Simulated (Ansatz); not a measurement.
Base system: CdS in the wurtzite structure (space group P6_3mc, No. 186; a = 4.074 Å, c = 6.637 Å). Axes: x lies along a and z along c of the hexagonal cell.

Now apply this change: uniaxial strain ε_xx = −1.80 %, all other strain components held at zero, atoms relaxed at fixed cell.

Method: Ansatz (a quantum-chemistry and plane-wave program) LDA, no SOC.

### Question
Give the band edges at the high-symmetry points of the new zone, measured from its valence-band maximum.

### Answer
| point | valence edge (eV) | conduction edge (eV) |
|---|---|---|
| Γ | 0.00 | 1.01 |
| Y | -0.83 | 3.66 |
| C₀ | -1.91 | 4.17 |
| Σ₀ | -1.91 | 4.17 |
| Z | -0.43 | 2.72 |
| A₀ | -1.36 | 4.20 |
| E₀ | -1.36 | 4.20 |
| T | -1.48 | 3.21 |
| S | -0.92 | 3.52 |
| R | -1.58 | 3.18 |

The gap is 1.01 eV, direct at Γ.

Gaps are Kohn–Sham eigenvalue differences; semilocal functionals usually give less than the measured gap. No phonon test of stability was made. Labels are those of the standard path for the cell's own space group.
